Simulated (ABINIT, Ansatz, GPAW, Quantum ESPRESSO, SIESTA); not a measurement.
**Nb3Sn (Pm-3n, 8 atoms in the cell) computed with different codes at matched settings**

Self-consistent single point.

```
CELL_PARAMETERS angstrom
      5.30433     0.00000     0.00000
      0.00000     5.30433     0.00000
      0.00000     0.00000     5.30433
ATOMIC_POSITIONS crystal
  Nb 0.25000 0.00000 0.50000
  Nb 0.75000 0.00000 0.50000
  Nb 0.50000 0.75000 0.00000
  Nb 0.50000 0.25000 0.00000
  Nb 0.00000 0.50000 0.75000
  Nb 0.00000 0.50000 0.25000
  Sn 0.00000 0.00000 0.00000
  Sn 0.50000 0.50000 0.50000
```

All programs got the same cell, k-point mesh and kind of occupations (in Ansatz's words: kpoints.mp_grid.grid = 5 5 5; scf.occupations.method = fermi_dirac; scf.occupations.width = 0.1 eV); potentials, basis and cutoffs are each program's usual ones.

```tsv
code	model	pressure (GPa)	k-points	cutoff
GPAW	PBE, GPAW PAW datasets PBE (gpaw-data 1.0.1)	0.83	10	600 eV
ABINIT	PBE, norm-conserving pseudopotentials (PseudoDojo nc-sr-05 PBE standard)	1.67	10	82 Ry
Ansatz	PBE, PAW files	1.58	10	default
SIESTA	GGA PBE, numerical atomic orbitals TZP, PseudoDojo PBE standard norm-conserving potentials (rewritten from UPF to PSML)	1.26	63	grid 400 Ry
Quantum ESPRESSO	PBE, PseudoDojo standard norm-conserving (PBE) pseudopotentials	1.70	10	85 Ry
```

The spread over the programs that give each value: pressure within 0.87 GPa.

The starting cell comes from a database of computed structures (which also holds hypothetical and non-ambient phases and stackings), without a prior relaxation at this level. Its lattice was rescaled by a random factor within 2.5 % of one. On Ansatz's run: Spin polarisation is off.

**Question.** Why do the programs differ, and what cannot be compared?

**Answer.** Differences of this kind can come from the potentials, where these differ, and from what each basis and cutoff leave unconverged. The zero of total energies and Fermi levels follows the potentials and each program's conventions, so they are not compared here. SIESTA uses small atom-centred bases, whose incompleteness enters pressures, forces and empty levels differently from a plane-wave cutoff. Ansatz's pressure is given at a fixed set of plane waves, as the other plane-wave codes print theirs. The programs reduce the same mesh by symmetry to different extents, which changes the work and not the result.

Left out of this page: FLEUR (not drawn, or without a comparable value).

Ansatz is an electronic-structure program.

Keys are those of Ansatz 0.2.
